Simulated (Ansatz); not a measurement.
Base system: SiC in the zinc blende structure (space group F-43m, No. 216; a = 4.357 Å). Axes: x, y, z lie along the cube axes.

Calculations: r2SCAN/PAW in Ansatz (an electronic-structure program), spin-orbit coupling left out, earlier PAW set.

One thing is altered: tensor shear ε_yz = +0.66 % (engineering shear γ = 0.0132); the atoms relax in the strained cell.

Predict the stress tensor and what it implies for the stiffness.

Stress of the strained cell less that of the base (GPa, compression positive):
```
   0.00    0.00    0.00
   0.00    0.04   -3.45
   0.00   -3.45    0.04
```

Then −Δσ/γ with γ = 2ε = 0.0132 gives relaxed-ion elastic constants: C44 ≈ 261 GPa.

Stability against distortions was not tested.
